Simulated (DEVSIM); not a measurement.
**abrupt GaAs p-n junction**

Device: abrupt GaAs p-n junction, at 350 K.

```tsv
layer (left to right)	material	thickness (μm)	Nd (cm⁻³)	Na (cm⁻³)	τn (s)	τp (s)
1	GaAs	6.10	-	1.4e16	4e-10	4e-10
2	GaAs	26.0	1.1e17	-	4e-10	4e-10
```

Left contact: ohmic. Right contact: ohmic. Voltage is applied to the left contact. Recombination: SRH at mid-gap. Mobility is μmin + (μ − μmin)/(1 + (N/Nref)^α).

This is a model device: material constants are rounded textbook-type values typed into the input, and sizes, dopings and lifetimes were drawn at random. Values at 300 K; Nc and Nv go as T^1.5, mobilities as T to minus their exponent, the gap by Varshni's rule with the affinity fixed.

```
parameter             GaAs
----------------  --------
gap (eV)             1.424
affinity (eV)         4.07
permittivity          12.9
Nc (cm⁻³)           4.7e17
Nv (cm⁻³)             9e18
μn (cm²/Vs)           8500
μp (cm²/Vs)            400
μn,min                 500
μp,min                  20
Nref,n                6e16
Nref,p              1.5e17
αn                    0.39
αp                    0.38
T exponent of μn       2.1
T exponent of μp       2.2
Varshni α (eV/K)  0.000541
Varshni β (K)          204
```

DEVSIM, 1D drift-diffusion, Boltzmann statistics, complete ionisation; no tunnelling, impact ionisation, image-force lowering or self-heating.

```json
{
  "potential_step_across_the_device_at_zero_bias": "1.148 V",
  "largest_field_in_the_device_at_zero_bias": "62000 V/cm",
  "Dark forward voltage at 1 A/cm²": "0.858 V",
  "Dark forward voltage at 100 A/cm²": "1.079 V"
}
```

Small-signal capacitance in reverse bias (quasi-static):

| V (V) | C (nF/cm²) |
|---|---|
| -0.04 | 31.7 |
| -0.1 | 30.9 |
| -0.2 | 29.7 |
| -0.3 | 28.6 |
| -0.4 | 27.6 |
| -0.6 | 25.9 |
| -0.8 | 24.5 |
| -1 | 23.3 |
| -1.3 | 21.8 |
| -1.6 | 20.6 |
| -2 | 19.2 |

Dark forward current:

(V (V), J (A/cm²)): (0.05, 1.4e-7); (0.15, 1.1e-6); (0.20, 2.7e-6); (0.30, 1.5e-5); (0.40, 8.8e-5); (0.50, 0.00051); (0.55, 0.0012); (0.65, 0.0080); (0.75, 0.064); (0.85, 0.81); (0.90, 3.2); (1.00, 34); (1.10, 130); (1.20, 290); (1.25, 400); (1.35, 660); (1.45, 1000); (1.55, 1400); (1.60, 1600); (1.70, 2200)
